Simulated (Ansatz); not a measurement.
# hcp Re (1 1 0) on zinc-blende InSb (0 0 1) (film strained to the substrate, started from cuts of the bulks and a machine-learned relaxation; slabs In4Sb4 and Re14, which can lie off the formulas)

A periodic stack without vacuum, hcp Re (1 1 0) on zinc-blende InSb (0 0 1) (film strained to the substrate, started from cuts of the bulks and a machine-learned relaxation; slabs In4Sb4 and Re14, which can lie off the formulas): substrate slab In4Sb4, film Re14, surface cells [[1, 0], [1, 1]] and [[0, 1], [-1, 0]], film strained by -2.4 and +4.7 %, outermost planes Sb/In and Re/Re as cut, which need not be the usual terminations and can put a slab off its formula.

The start was prepared with a machine-learned potential, and the result is one local minimum, with the in-plane cell held and forces under 0.04 eV/Å; the film can end far from its bulk form.

Computed with PBE (plane waves to 420 eV, PAW; Ansatz, an electronic-structure program). Scalar-relativistic, without spin–orbit coupling; the runs are not spin-polarised. Its k-point mesh 7×7×1, Fermi–Dirac width 0.05 eV.

| Quantity | Result |
|---|---|
| interface area | 22.0 Å² |
| period | 21.85 Å |
| heights between the nearest atoms of the two slabs at the two interfaces | 1.75 and 1.52 Å |
| In–Re contacts across the interfaces within 1.22 times the sum of covalent radii | 8, mean 3.12 Å |
| Re–Sb contacts across the interfaces within 1.22 times the sum of covalent radii | 7, mean 2.87 Å |

```xyz
22
Lattice="4.6864 -0.0007 0.2575 -0.0010 4.6933 0.0307 0.9677 -0.6247 21.9367" Properties=species:S:1:pos:R:3 pbc="T T T"
In    -0.9584     0.5928     5.3005
In     1.1769     2.9399     1.8979
In     0.6675    -0.3600    11.3341
In     1.0167     2.7451     8.8584
Sb    -1.1619     2.9461     3.6217
Sb     3.5808     0.5883     1.0839
Sb    -1.4886     1.5317    10.5602
Sb     1.2814     0.4505     7.1029
Re     2.8242    -0.0291    13.2048
Re     4.0560     2.3887    13.3034
Re     4.9807     0.0428    14.6381
Re     1.7812     2.3706    14.4894
Re     2.5029     0.0212    15.9095
Re     4.0950     2.3612    16.0386
Re     4.7671     0.0194    17.3969
Re     1.6973     2.3382    17.2590
Re     2.3418     0.0034    18.6785
Re     3.9571     2.3311    18.7494
Re     4.6522    -0.0070    20.1473
Re     1.5008     2.3221    20.0186
Re     2.2835    -0.0202    21.3695
Re     3.6465     2.3153    21.4446
```
